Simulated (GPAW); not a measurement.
GPAW is run on AgI (F-43m, 2 atoms in the cell), and the run fails. The aim is a self-consistent single point with DFT LDA (Perdew-Wang 92), plane waves, GPAW PAW datasets LDA (gpaw-data 1.0.1).

Cell that was meant: a = 4.6318 Å, b = 4.6318 Å, c = 4.6318 Å, α = 60.00°, β = 60.00°, γ = 60.00°.

Part of the input:

```python
from ase.units import GPa
from gpaw import GPAW

atoms = Atoms(['Ag', 'I', 'I'],
              cell=[[0.000000, 3.275203, 3.275203],
                    [3.275203, 0.000000, 3.275203],
                    [3.275203, 3.275203, 0.000000]],
              positions=[[0.000000, 0.000000, 0.000000],
                         [4.912805, 4.912805, 4.912805],
                         [4.899396, 4.867607, 4.896153]],
              pbc=True)

calc = GPAW(mode={'name': 'pw', 'ecut': 550},
```

Output, abridged:

```
Input parameters:
  convergence: {bands: -2,
                density: 1e-05}
  kpts: {gamma: True,
         size: (6, 6, 6)}
  maxiter: 120
  mode: {ecut: 550,
         name: pw}
  nbands: -4
  occupations: {name: fermi-dirac,
                width: 0.0}
  symmetry: {symmorphic: False,
             tolerance: 0.0005}

species:
  Ag:
    name: Silver
   [... lines left out ...]
          ...
 111:     0.50000000    0.50000000    0.50000000          1/216

Wave functions: Plane wave expansion
  Cutoff energy: 550.000 eV
  Number of coefficients (min, max): 2030, 2085
  Pulay-stress correction: 0.000000 eV/Ang^3 (de/decut=0.000000)

Occupation numbers: # Zero width

Eigensolver

Densities:
  Coarse grid: 27*27*27 grid
  Fine grid: 54*54*54 grid
  Total Charge: 0.000000

Density mixing:
  Method: separate
  Backend: pulay
  Linear mixing parameter: 0.05
  old densities: 5
  Damping of long wavelength oscillations: 50

Hamiltonian:
  XC and Coulomb potentials evaluated on a 54*54*54 grid
  External potential:
    NoExternalPotential

Number of atoms: 3
Number of atomic orbitals: 20
Number of bands in calculation: 19
Number of valence electrons: 31
Bands to converge: 17

Density initialized from atomic densities
  19 bands from LCAO basis set

Atomic positions and initial magnetic moments

Positions:
   0 Ag     0.000000    0.000000    0.000000    ( 0.0000,  0.0000,  0.0000)
   1 I      4.912805    4.912805    4.912805    ( 0.0000,  0.0000,  0.0000)
   2 I      4.899396    4.867607    4.896153    ( 0.0000,  0.0000,  0.0000)

Unit cell:
           periodic     x           y           z      points  spacing
  1. axis:    yes    0.000000    3.275203    3.275203    27     0.1401
  2. axis:    yes    3.275203    0.000000    3.275203    27     0.1401
  3. axis:    yes    3.275203    3.275203    0.000000    27     0.1401

  Lengths:   4.631837   4.631837   4.631837
  Angles:   60.000000  60.000000  60.000000

Effective grid spacing dv^(1/3) = 0.1528

Traceback (most recent call last):
   [... frames left out ...]
numpy.linalg.LinAlgError: The leading minor of order 36 of B is not positive definite. The factorization of B could not be completed and no eigenvalues or eigenvectors were computed.

The above exception was the direct cause of the following exception:

Traceback (most recent call last):
   [... frames left out ...]
ValueError: Too few plane waves or grid points
```

Problem. From the messages shown, name the fault and mend the input.

Solution. The fault is one atom entered twice; here the program stops on it instead of giving results. To fix it, remove the duplicate atom. The program stopped with an error.

An input that runs soundly differs in these lines (not the only fix; some lines may just follow from the change or write a value another way):
```diff
-atoms = Atoms(['Ag', 'I', 'I'],
+atoms = Atoms(['Ag', 'I'],
-                         [4.912805, 4.912805, 4.912805],
-                         [4.899396, 4.867607, 4.896153]],
+                         [4.912805, 4.912805, 4.912805]],
```

With that input, the run converged in 22 iterations: free energy E − TS (from the program's reference atoms) -6.1543 eV; top of the valence band (on the code's own zero) 2.44 eV; gap on the k-point mesh 1.06 eV; pressure -2.76 GPa (DFT LDA (Perdew-Wang 92), plane waves, GPAW PAW datasets LDA (gpaw-data 1.0.1)).

On the sound input: the starting cell comes from a database of computed structures (which also holds hypothetical and non-ambient phases and stackings), without a prior relaxation at this level. Its lattice was rescaled by a random factor within 2.5 % of one. Spin-orbit coupling is off.
